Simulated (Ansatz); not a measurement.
Start from CaO in the rock salt structure (space group Fm-3m, No. 225).

```
CaO
1.0
    0.00000     2.39740     2.39740
    2.39740     0.00000     2.39740
    2.39740     2.39740     0.00000
O Ca
1 1
Direct
  0.00000   0.00000   0.00000
  0.50000   0.50000   0.50000
```

Cartesian axes are those of the cell as printed.

Computed with r2SCAN/PAW in Ansatz (an electronic-structure program), no SOC.

Strains are applied to the cell and any free atomic positions relax; under biaxial strain the out-of-plane vector relaxes too.

One change was made to it. Results:

```json
[
 {"quantity": "pressure (mean of the normal stresses, compression positive)", "base": "0.0 kbar", "after": "-19.3 kbar"},
 {"quantity": "band gap", "base": "4.20 eV", "after": "4.15 eV"},
 {"quantity": "electron mass", "base": "1.4 mₑ along k, 0.44 mₑ across (at X)", "after": "1.4 mₑ along k, 0.44 mₑ across (at T)"}
]
```

### Question
Name the change that was made.
A) isotropic strain +0.26 %
B) isotropic strain +0.62 %
C) isotropic strain −4.84 %
D) biaxial strain +1.19 %, plane normal [110], relaxed out of plane

### Answer
D, biaxial strain +1.19 %, plane normal [110], relaxed out of plane. For comparison, the band gap in the other runs: isotropic strain −4.84 % gives 4.10 eV; isotropic strain +0.26 % gives 4.20 eV; isotropic strain +0.62 % gives 4.20 eV.

A biaxial case was relaxed in a doubled cell and then solved in the primitive one. Masses are band curvatures over ±0.01 Å⁻¹ around the edge. Along k means along the line from Γ to the band edge. No phonon test of stability was made.
